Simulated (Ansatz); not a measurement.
# BeSe, point defects

Take an 8-atom supercell of BeSe in the zinc blende structure (space group F-43m, No. 216; a = 5.178 Å) at its relaxed geometry as the base.

One neutral defect a cell, atoms relaxed at fixed cell.

Level of theory: Ansatz (a quantum-chemistry and plane-wave program) PBE, no SOC, earlier PAW set.

Candidates:
(a) As on a Se site
(b) Se vacancy
(c) Be vacancy

Base values:

Pressure: 0.0 GPa

Question: Order them by pressure, highest first.

Answer: (a) As on a Se site (0.1 GPa), (c) Be vacancy (-1.6 GPa), (b) Se vacancy (-5.2 GPa)

Other magnetic orders, which the real material may have, were not ruled out. The cell is small, so the values are those of an ordered compound at a high defect concentration; dilute-limit values will differ. The mesh was chosen for an insulator and is coarse for the gapless case. Starting moments died away, wholly or in part, for As on a Se site, Se vacancy and Be vacancy; another magnetic solution may exist.
